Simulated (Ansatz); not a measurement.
Input and output of a self-consistent single point for Cu₂HgGeSe₄ (Fmm2, 8 atoms in the cell) (Ansatz, an electronic-structure program).

Level of theory: PBEsol, default PAW files made with PBE (plane waves; Ansatz).

```xyz
8
Lattice="-2.9218 2.9218 5.5863 2.9218 -2.9218 5.5863 2.9218 2.9218 -5.5863" Properties=species:S:1:pos:R:3 pbc="T T T"
Cu     0.0000     2.9218     2.7931
Cu     2.9218     0.0000     2.7931
Ge     0.0000     0.0000     5.6363
Hg     0.0000     0.0000     0.0000
Se     1.5795     1.5795     1.5361
Se    -1.3423     1.3423     4.0502
Se     1.3423     1.3423     7.1224
Se     1.3423    -1.3423     4.0502
```

Reference input (self-consistent single point, DFT, PBEsol, plane waves, default PAW files made with PBE): basis.ecutwfc = 420 eV; kpoints.mp_grid.grid = 4 4 4; hamiltonian.xc = pbesol; hamiltonian.pseudopotentials = {kind: paw} (the program's default PAW files); scf.occupations.method = gaussian; scf.occupations.width = 0.1 eV. This run's input differs from it in these lines:

Ansatz 0.2 input:
```diff
@@ -17,3 +17,3 @@
 kpoints:
-  mp_grid: { grid: [4, 4, 4] }
+  mp_grid: { grid: [9, 9, 9] }
 hamiltonian:
@@ -22,3 +22,3 @@
 scf:
-  occupations: { method: gaussian, width: 0.1 }
+  occupations: { method: gaussian, width: 0.3 }
 output:
```

Output (repeated stretches shortened):

```
SCF iter   1: F=—  HF=-52797.656504 eV  |F-HF|=—  |Δ(HF+E_count)|=         —  Δρ=7.82e-3  dr2=7.76e-2  ethr=1.77e-3  ⟨swp⟩=5.1  Hψ=34409  notcnv=0
all-band conjugate gradients solve this SCF's bands
preconditioner: auto → none
SCF iter   2: F=—  HF=-52797.656453 eV  |F-HF|=—  |Δ(HF+E_count)|=   5.12e-5  Δρ=6.94e-3  dr2=6.29e-2  ethr=5.70e-5  ⟨swp⟩=2.0  Hψ=20267  notcnv=0
   [... lines left out ...]
SCF iter   6: F=—  HF=-52797.641744 eV  |F-HF|=—  |Δ(HF+E_count)|=   1.59e-5  Δρ=8.39e-5  dr2=1.12e-5  ethr=6.06e-8  ⟨swp⟩=2.0  Hψ=12883  notcnv=0
SCF iter   7: F=—  HF=-52797.641748 eV  |F-HF|=—  |Δ(HF+E_count)|=   4.28e-6  Δρ=2.74e-5  dr2=1.65e-6  ethr=8.24e-9  ⟨swp⟩=2.0  Hψ=12876  notcnv=0
SCF iter   8: F=—  HF=-52797.641748 eV  |F-HF|=—  |Δ(HF+E_count)|=   2.31e-7  Δρ=4.86e-6  dr2=1.18e-7  ethr=1.21e-9  ⟨swp⟩=2.0  Hψ=12118  notcnv=0
SCF iter   9: F=-52797.641748 eV  HF=-52797.641748 eV  |F-HF|=2.07e-9  |Δ(HF+E_count)|=   2.31e-8  Δρ=1.37e-6  dr2=3.52e-9  ethr=7.35e-11  ⟨swp⟩=9.0  Hψ=41376  notcnv=0
SCF 1 converged in 9 iterations: F = -52797.641748 eV  dr2 = 3.52e-9
Free energy (F): -52797.641748 eV
Internal energy: -52797.615490 eV  (E = F + TS)
E sigma→0 (E₀):  -52797.628619 eV
Entropy (-TS):   -0.026257 eV (-3.282 meV/atom)
Fermi energy:    8.691084 eV
--- Forces (eV/Å), atoms counted from 1 ---
  atom   1  Cu     0.00000000    -0.00000000     0.04538664
  atom   2  Cu     0.00000000     0.00000000     0.04538664
  atom   3  Ge     0.00000000    -0.00000000    -0.53983604
  atom   4  Hg     0.00000000    -0.00000000    -0.09702434
  atom   5  Se    -0.16031652    -0.16031652     0.19322943
  atom   6  Se     0.00126128    -0.00126128     0.07981423
  atom   7  Se     0.16031652     0.16031652     0.19322943
  atom   8  Se    -0.00126128     0.00126128     0.07981423
--- Stress (GPa, compression-positive) ---
       -2.720596       0.381313       0.000000
        0.381313      -2.720596      -0.000000
        0.000000      -0.000000      -2.563928
  P = ⅓ Tr σ = -2.6684 GPa (-26.684 kbar)
  The stress holds the Pulay correction. Without it, at fixed plane waves, as pw.x and ABINIT print it: P = -2.7007 GPa
```

The run converged in 9 iterations. Against the reference run the free energy falls by 1.7 meV/atom, the pressure stays at -2.67 GPa and the largest force hardly changes (0.539 to 0.540 eV/Å).

The starting cell comes from a database of computed structures (which also holds hypothetical and non-ambient phases and stackings), without a prior relaxation at this level. Its lattice was rescaled by up to half a per cent. One atom was moved a little off its site on purpose. Spin polarisation is off. Ansatz's pressure includes its estimate of the finite-basis (Pulay) stress. The run gives no clean gap (levels at the Fermi energy touch, overlap or are partly filled at this smearing), which alone does not show that the compound is a metal.

Cost on one core of a shared machine: roughly 2 min.
